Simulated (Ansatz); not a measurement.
Where the default PAW files enter, the runs use the earlier of Ansatz's two default sets.

By PBEsol, the system below comes out a metal.

The ballistic (Sharvin) conductance counts the channels at the Fermi level: G/A = (e²/h) × channels of both spins per area.

```xyz
6
Lattice="4.7606 0.0000 0.0000 -2.3619 4.1334 0.0000 1.1994 2.0667 4.3908" Properties=species:S:1:pos:R:3 pbc="T T T"
Ti     1.1994     2.0667     0.0000
Ti     0.0184     4.1334     2.1954
Si    -1.2040     3.4614     0.0000
Si     3.6027     0.6720     0.0000
Si     2.4218     2.7387     2.1954
Si     4.7376     1.3947     2.1954
```

Space group of this cell: Fddd. The cell is strained (lengths along the current scaled by 1.03, ions clamped); by PBEsol its mean pressure is -6.5 GPa.

The current flows along the normal of the first two printed cell vectors. No spin-orbit coupling; the value is a mean over 0.1 eV about the Fermi level.

### Question
Compute, with PBEsol in Ansatz (a quantum-chemistry and plane-wave program), the ballistic conductance per area.

### Answer
0.53 × 10¹⁵ S/m² for both spins.
